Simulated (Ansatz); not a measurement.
A relaxation of cell and atoms of CrO2 (P4_2/mnm, 6 atoms in the cell) with Ansatz (a program for electronic structure).

Method: PBEsol, default PAW files made with PBE (plane waves; Ansatz).

The change in words: atoms on their sites; basis.ecutwfc: 420 eV → 210 eV; relax: default → cell and atoms. Reference geometry:
```
CrO2
1.0
    4.44210     0.00000     0.00000
    0.00000     4.44210     0.00000
    0.00000     0.00000     2.93460
Cr O
2 4
Direct
  0.00000   0.00000   0.01704
  0.50000   0.50000   0.50000
  0.30300   0.30300   0.00000
  0.80300   0.19700   0.50000
  0.19700   0.80300   0.50000
  0.69700   0.69700   0.00000
```
Moments meant for the start (each program seeds them in its own way; μB, in the order of the atoms Cr Cr O O O O): 2.5 2.5 0.0 0.0 0.0 0.0.

Reference input (self-consistent single point, DFT, PBEsol, plane waves, default PAW files made with PBE): basis.ecutwfc = 420 eV; kpoints.mp_grid.grid = 3 3 5; hamiltonian.xc = pbesol; hamiltonian.pseudopotentials = {kind: paw} (the program's default PAW files); magnetization.spin_polarized = true; scf.occupations.method = fermi_dirac; scf.occupations.width = 0.1 eV. This run's input differs from it in these lines:

Ansatz 0.2 input:
```diff
@@ -6,3 +6,3 @@
   atoms:
-    - { symbol: Cr, position: [0.000000, 0.000000, 0.017038], spin: 2.5 }
+    - { symbol: Cr, position: [0.000000, 0.000000, 0.000000], spin: 2.5 }
     - { symbol: Cr, position: [0.500000, 0.500000, 0.500000], spin: 2.5 }
@@ -13,3 +13,3 @@
 basis:
-  ecutwfc: 420.0
+  ecutwfc: 210.0
 kpoints:
@@ -27,2 +27,4 @@
     width: 0.1
+relax:
+  cell: {}
 output:
```

Output, abridged:

```
   [... SCF lines of the steps left out ...]
relax step   1: F+E_penalty+E_count = -8912.81471412 eV  Δ(F+E_penalty+E_count) = +0.000e0 eV  max|allowed force component| = 1.927e-1 eV/Å  Δτ_max = 0.0000 Å  P = +3.848 GPa  Ω = 57.906 Å³  (11 SCF iters, dr2 threshold 1.00e-7 eV, accepted)
relax step   2: F+E_penalty+E_count = -8911.59960778 eV  Δ(F+E_penalty+E_count) = +1.215e0 eV  max|allowed force component| = 1.156e-1 eV/Å  Δτ_max = 0.0036 Å  P = -7.558 GPa  Ω = 58.498 Å³  energy of the carried Pulay correction = -1.212e0 eV  (8 [...]
   [... lines left out ...]
relax step 119: F+E_penalty+E_count = -8912.72183643 eV  Δ(F+E_penalty+E_count) = +6.202e-2 eV  max|allowed force component| = 4.065e-4 eV/Å  Δτ_max = 0.0013 Å  P = +0.006 GPa  Ω = 58.364 Å³  energy of the carried Pulay correction = -6.227e-2 eV  (5 [...]
relax step 120: F+E_penalty+E_count = -8912.72183644 eV  Δ(F+E_penalty+E_count) = -1.042e-8 eV  max|allowed force component| = 3.924e-4 eV/Å  Δτ_max = 0.0000 Å  P = +0.414 GPa  Ω = 58.364 Å³  stress off target by 6.53e-1 GPa  SCF on the basis [...]
basis re-selected at this cell: Δ(F+E_penalty+E_count) = -1.042e-8 eV, ΔP = +0.408 GPa vs the last step
   [... lines left out ...]
Absolute magnetization: 4.5269 μB (∫|ρ↑−ρ↓|, with the PAW one-centre terms)
Free energy (F): -8912.721836 eV
Fermi energy:    10.391147 eV
Error: variable-cell relaxation did not converge after 120 `relax_step` rows, as none of its last 43 fresh-basis SCF(s) at a relaxed cell met both thresholds with a finite energy. The last misses `relax.cell.stress_tol`: largest allowed force component 3.92e-4 eV/Å (`relax.f_tol` 1.00e-2 eV/Å), stress off the target on the free part of the cell 6.53e-1 GPa (`relax.cell.stress_tol` 5.00e-2 GPa), F+E_penalty+E_count -8912.72183644 eV. The closest is row 53, whose structure comes with this error. Larger ratio of force or stress to its threshold at each such SCF whose figures are numbers: 89.277, 8.739, 21.987, 19.904, 13.827, 15.291, 13.410, 14.480, 10.332, 13.358, 36.756, 18.968, [...]
   [... lines left out ...]
to start a new deck from the relaxed geometry:
  cell:  # Å, volume = 58.3628 Å³
    - [4.444208134406173, -1.5092329582530347e-32, -7.960798087679276e-33]
    - [-1.5092329582530347e-32, 4.444208134406173, -3.5270718951114875e-32]
    - [-5.259149834142851e-33, -2.3301017949605305e-32, 2.954932061806911]
  atoms:
    - { symbol: Cr, position: [-2.5837546285080855e-20, 1.919542184033069e-20, -9.782561098397757e-36] }
    - { symbol: Cr, position: [0.49999999999999994, 0.49999999999999994, 0.49999999999999994] }
    - { symbol: O, position: [0.3049567865228339, 0.3049567865228339, -4.342140720941404e-33] }
    - { symbol: O, position: [0.8049567865228339, 0.19504321347716594, 0.49999999999999994] }
    - { symbol: O, position: [0.19504321347716594, 0.8049567865228339, 0.49999999999999994] }
    - { symbol: O, position: [0.695043213477166, 0.695043213477166, 4.320806173106676e-33] }
```

The relaxation ended unconverged. 

The starting cell has typed, rounded lattice constants, without a prior relaxation at this level. Its lattice was rescaled by up to half a per cent. The cutoff lies below the one recommended for these files.

Cost on one core of a shared machine: roughly 3 min.
